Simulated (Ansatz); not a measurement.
Na: uniaxial strain ε_zz = −0.50 %

The reference is Na in the bcc (W type) structure (space group Im-3m, No. 229; a = 4.1735 Å; relaxed with 0.1 eV smearing). Axes: x, y, z lie along the cube axes.

Modification: the cell is compressed by 0.50 % along z with no lateral relaxation, atoms relaxed at fixed cell.

The values are results of PBEsol (Ansatz, a first-principles code), without spin-orbit coupling, not measurements. k-mesh 22×22×22 (Γ-centred); smearing 0.1 eV (Fermi–Dirac).

```csv
quantity,base,changed,shift
space group,Im-3m (No. 229),I4/mmm (No. 139),–
shortest interatomic distance,3.614 Å,3.608 Å,-0.006 Å
energy relative to the base (free energy F),0 meV/atom,0.0 meV/atom,0.0 meV/atom
band gap,zero,zero,–
"stress (xx, yy, zz, yz, xz, xy; compression positive)",–,"(0.0, 0.0, 0.0, 0.0, 0.0, 0.0) GPa",–
```

Final structure:

```yaml
crystal:
  lattice:
    - [-2.08673, 2.08673, 2.07630]
    - [2.08673, -2.08673, 2.07630]
    - [2.08673, 2.08673, -2.07630]
  atoms:
    - { symbol: Na, position: [0.00000, 0.00000, 0.00000] }
```

Whether these cells are dynamically stable was not tested.
